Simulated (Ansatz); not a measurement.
Functionals compared on the (11-22) surface of hcp Sc in its 1x1 cell, outermost plane spacing 1.40 Å in the ideal cut, in Ansatz (plane waves, PAW). The structure was relaxed with PBE; the other rows are single points on it, each with its references at the same level. Cutoff 420 eV (500 eV for r2SCAN).

Model: 16-atom slab, 9.8 Å thick at the start (thin: gaps and levels are the slab's own), 7x6x1 mesh, Fermi-Dirac 0.1 eV, dipole correction, all atoms relaxed; start symmetry kept, larger cells not searched; no spin, no spin-orbit, no U. These notes are the PBE run's.

```csv
functional,surface energy (J/m²),work function of the top face (eV),rough cost of the single point
PBE,1.34,3.18,–
LDA,(withheld),(withheld),roughly 2.2 core-minutes
PBEsol,1.44,3.23,about 2.2 core-minutes (a rough figure)
RPBE,1.25,3.08,about 2.5 core-minutes (a rough figure)
r2SCAN,1.43,3.22,about 4 core-minutes (a rough figure)
```

Question: Some entries are withheld; supply them.

Answer: 
- LDA, surface energy (J/m²): 1.48
- LDA, work function of the top face (eV): 3.34

Ansatz is an electronic-structure program.
